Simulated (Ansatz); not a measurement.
## How the band gap of MgS (model structure, started from the alpha GeTe type, Fm-3m, No. 225, 2 atoms in the cell) moves with the method

No measured value is used here.

```json
[
 {"level (code)": "PBE (Ansatz)", "value (eV)": "2.76", "cell (Å³/atom)": "17.88"},
 {"level (code)": "PBEsol (Ansatz)", "value (eV)": "2.73", "cell (Å³/atom)": "17.39"},
 {"level (code)": "PBE-D3(BJ) (Ansatz)", "value (eV)": "2.85", "cell (Å³/atom)": "17.12"},
 {"level (code)": "r²SCAN (Ansatz)", "value (eV)": "3.46", "cell (Å³/atom)": "17.61"},
 {"level (code)": "HSE06 (Ansatz)", "value (eV)": "3.80", "cell (Å³/atom)": "17.61"},
 {"level (code)": "PBE0 (Ansatz)", "value (eV)": "4.53", "cell (Å³/atom)": "17.61"}
]
```

Computed values are for a static lattice.  PBE, PBEsol, PBE-D3(BJ), r²SCAN, HSE06, PBE0: the gap is read on the k mesh or supercell of the run alone and can be too large. HSE06, PBE0: exact exchange on metals is sensitive to the k mesh and can open a false gap. Values are at the level's own relaxed cell; HSE06 at the r²SCAN cell; PBE0 at the r²SCAN cell. K meshes differ between the levels. Ansatz's density-functional and Hartree–Fock values are scalar-relativistic unless marked +SOC, with PAW data made under PBE.

A model structure was made by putting elements into a prototype or built by hand; here it ended with the formula and space group of a phase in our tables.

Ansatz is a first-principles code.
